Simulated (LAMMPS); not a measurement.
LAMMPS 22 Jul 2025, classical MD, Stillinger-Weber (Si.sw): Si, 1728 atoms.

```
Item                                                                                          Result
-----------------------------------------------  ---------------------------------------------------
task                                                                                         MD, nve
potential                                                                    Stillinger-Weber, Si.sw
copies of the repeat unit                                                                      6×6×6
shape (slab and sphere leave vacuum in the box)                                                 bulk
neighbor skin                                                                                    2 Å
neigh_modify                                                               every 1 delay 0 check yes
newton                                                                                  on (default)
atom_modify sort (bins of 2 Å where set)                                              1000 (default)
comm_style                                                                           brick (default)
box                                                                             32.6 × 32.6 × 32.6 Å
start                                            generated diamond lattice, warmed in an untimed run
```

All runs start from one configuration, warmed at this fixed volume for 1000 steps under a thermostat at 300 K. The run at the shortest step has a mean temperature of 291 K and a mean pressure of 0.3 GPa.

Each run covers about 2.0 ps at constant energy (mean temperature 291 K at the shortest step); σ is the standard deviation over the printed steps. One run each, on a shared machine, so no times are given.

Steps tried: 0.5 fs, 1 fs, 2 fs, 2.5 fs, 4 fs, 5 fs, 8 fs, 10 fs, 16 fs, 20 fs, 32 fs.

Question: Up to which step does the ratio σ(E total)/σ(E kinetic) stay under 2 %, and what happens beyond?

Answer: 2.5 fs. The run fails or blows up at 16 fs, 20 fs, 32 fs.

```json
[
 {"time step": "0.5 fs", "σ(E total)/σ(E kinetic)": "0.00046", "last minus first total energy (meV/atom)": "under 0.001", "mean temperature (K)": "291"},
 {"time step": "1 fs", "σ(E total)/σ(E kinetic)": "0.0018", "last minus first total energy (meV/atom)": "−0.0011", "mean temperature (K)": "290"},
 {"time step": "2 fs", "σ(E total)/σ(E kinetic)": "0.0074", "last minus first total energy (meV/atom)": "−0.0033", "mean temperature (K)": "290"},
 {"time step": "2.5 fs", "σ(E total)/σ(E kinetic)": "0.012", "last minus first total energy (meV/atom)": "−0.0043", "mean temperature (K)": "289"},
 {"time step": "4 fs", "σ(E total)/σ(E kinetic)": "0.031", "last minus first total energy (meV/atom)": "−0.018", "mean temperature (K)": "287"},
 {"time step": "5 fs", "σ(E total)/σ(E kinetic)": "0.049", "last minus first total energy (meV/atom)": "−0.027", "mean temperature (K)": "285"},
 {"time step": "8 fs", "σ(E total)/σ(E kinetic)": "0.15", "last minus first total energy (meV/atom)": "+0.18", "mean temperature (K)": "276"},
 {"time step": "10 fs", "σ(E total)/σ(E kinetic)": "0.29", "last minus first total energy (meV/atom)": "+0.70", "mean temperature (K)": "268"},
 {"time step": "16 fs", "σ(E total)/σ(E kinetic)": "stops: Lost atoms", "last minus first total energy (meV/atom)": "—", "mean temperature (K)": "—"},
 {"time step": "20 fs", "σ(E total)/σ(E kinetic)": "stops: Lost atoms", "last minus first total energy (meV/atom)": "—", "mean temperature (K)": "—"},
 {"time step": "32 fs", "σ(E total)/σ(E kinetic)": "stops: Lost atoms", "last minus first total energy (meV/atom)": "—", "mean temperature (K)": "—"}
]
```

The bar is a choice.
